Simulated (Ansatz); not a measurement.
For hcp (Mg type) Lu at 250 K, quasi-harmonic approximation with Ansatz (an electronic-structure program), PBEsol functional, plane-wave PAW gives a volume expansion coefficient α_V = 31.40 × 10⁻⁶ K⁻¹, an isothermal bulk modulus B_T = 48.8 GPa, a molar volume V_m = 16.650 cm³/mol and C_V = 25.43 J/(mol K). The run noted for some of its cells that some bands missed the eigensolver's tolerance.

Q: Work out the Grüneisen parameter, C_P and the adiabatic bulk modulus.

A: γ = α_V B_T V_m / C_V = 1.00. C_P − C_V = α_V² B_T V_m T = 0.20 J/(mol K), so C_P = 25.63 J/(mol K). B_S = B_T C_P/C_V = B_T (1 + α_V γ T) = 49.2 GPa.

The PAW data sets were generated under PBE and serve the other functionals too.
